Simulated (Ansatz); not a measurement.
Start from KBr in the rock salt structure (space group Fm-3m, No. 225; a = 6.705 Å).

All numbers come from DFT with PBE, PAW potentials and a 420 eV plane-wave cutoff in Ansatz (a first-principles code), without spin-orbit coupling.

For the base:

- Pressure = 0.00 GPa
- Band gap = 4.31 eV

It is then changed as follows: an isotropic linear strain of −0.50 %, atoms relaxed at fixed cell.

Task: Predict the new pressure.

Result: The pressure goes from zero to 0.21 GPa.

Task: How does this affect the band gap?

Result: The band gap goes up by 0.04 eV to 4.35 eV.

No phonon test of stability was made.
